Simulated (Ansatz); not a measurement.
Consider WC (space group P-6m2, No. 187; a = 2.9225 Å, c = 2.8462 Å; relaxed with 0.1 eV smearing).

(Cell as relaxed with PBE.)

Levels (all Ansatz, an electronic-structure program, PAW): PBE (420 eV, scalar-relativistic without spin-orbit coupling); PBEsol (420 eV, scalar-relativistic without spin-orbit coupling).

Each level relaxes its own structure.

| base | PBE | PBEsol |
|---|---|---|
| volume per atom | 10.53 Å³ | 10.29 Å³ |
| lattice parameter a | 2.922 Å | 2.899 Å |
| band gap | zero | zero |

The change: an isotropic linear strain of +2.21 %; the atoms relax in the strained cell.

```json
[
 {"quantity": "pressure (mean of the normal stresses, compression positive)", "PBE": "-22.0 GPa", "PBEsol": "?"},
 {"quantity": "energy relative to the base (free energy F)", "PBE": "+52 meV/atom", "PBEsol": "?"},
 {"quantity": "band gap", "PBE": "zero", "PBEsol": "?"}
]
```

**Question.** Predict the PBEsol column.

**Answer.** 
- pressure (mean of the normal stresses, compression positive), PBEsol: -23.4 GPa
- energy relative to the base (free energy F), PBEsol: +54 meV/atom
- band gap, PBEsol: zero

PBE's pressure lies 1.4 GPa above PBEsol's; PBE's energy relative to the base lies 2.0 meV/atom below PBEsol's; the two agree on the band gap. Neither level is exact; PBEsol is the comparison here, not a measurement.

Stability against distortions was not tested. The final runs are not spin-polarised.
